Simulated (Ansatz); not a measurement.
GaAlAs2 (model structure, P-4m2, No. 115, 4 atoms in the cell), treated with PBE0 in Ansatz (PAW).

Settings: plane-wave cutoff 460 eV, 6×6×4 k mesh (along the axes of the cell as run), Fermi–Dirac smearing 0.01 eV, scalar-relativistic PAW data made under PBE.

Cell (relaxed with PBEsol):

```cif
data_AlAs2Ga
_chemical_formula_sum 'Ga1 As2 Al1'
_space_group_name_H-M_alt 'P 1'
_space_group_IT_number 1
_cell_length_a 4.00986
_cell_length_b 4.00986
_cell_length_c 5.66229
_cell_angle_alpha 90.000
_cell_angle_beta 90.000
_cell_angle_gamma 90.000
loop_
_space_group_symop_operation_xyz
  'x, y, z'
loop_
_atom_site_label
_atom_site_type_symbol
_atom_site_fract_x
_atom_site_fract_y
_atom_site_fract_z
_atom_site_occupancy
Ga1 Ga 0.00000 0.00000 0.00000 1
As1 As 0.50000 0.00000 0.25016 1
Al1 Al 0.50000 0.50000 0.50000 1
As2 As 0.00000 0.50000 0.74984 1
```

Q: Give the computed band gap and smallest direct gap on the k points sampled.

A: 
* **band gap**: 2.48 eV (on the SCF k mesh) (indirect)
* **smallest direct gap on the k points sampled**: 2.54 eV

Note: the relaxation could raise the start's symmetry but not lower it, so the cell can be a saddle point; cell and atoms aren't relaxed at this level (largest force component 0.05 eV/Å, pressure 0.4 GPa).

Spin–orbit coupling is not included.

Computed values are for the static lattice.

A model structure was made by putting elements into a prototype or built by hand; it is no filed structure, need not be a known phase, and can be a saddle point held by its symmetry.

Ansatz is an electronic-structure program.
